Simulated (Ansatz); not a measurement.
Density of states of PdSb2 (Pa-3) near the Fermi level, PBEsol, rigid bands in Ansatz (a program for electronic structure).

(E − E_F (eV), states/eV/cell): (-1.95, 8.08); (-1.85, 7.00); (-1.75, 8.11); (-1.65, 8.67); (-1.55, 8.22); (-1.45, 8.14); (-1.35, 6.04); (-1.25, 5.59); (-1.15, 5.57); (-1.05, 5.76); (-0.95, 6.60); (-0.85, 6.77); (-0.75, 7.18); (-0.65, 9.75); (-0.55, 10.6); (-0.45, 4.89); (-0.35, 3.26); (-0.25, 3.33); (-0.15, 3.62); (-0.05, 3.91); (0.05, 3.39); (0.15, 3.45); (0.25, 3.34); (0.35, 4.33); (0.45, 5.90); (0.55, 5.92); (0.65, 4.75); (0.75, 4.45); (0.85, 4.33); (0.95, 4.97); (1.05, 5.13); (1.15, 4.60); (1.25, 5.16); (1.35, 5.89); (1.45, 6.17); (1.55, 5.31); (1.65, 4.59); (1.75, 6.10); (1.85, 5.85); (1.95, 5.61)

Task: With 12 atoms a cell, what bare Sommerfeld coefficient γ = (π²/3) k_B² N(E_F) follows?

Result: N(E_F) ≈ 3.7 states/eV a cell at 300 K, so γ ≈ 0.72 mJ/(mol of atoms·K²), before electron-phonon enhancement.

Task: How far does the Fermi level move in a rigid band for 0.1 electron a cell added or removed?

Result: 28 meV and -27 meV.

A metal at this level (no band gap); rigid bands, thermally averaged at 300 K, both spins. Spin-orbit coupling is left out. Geometry: cell and atoms relaxed with PBEsol.

Formula and space group known from diffraction (Crystallography Open Database), not checked to be the room-temperature form: PdSb2 (Pa-3).
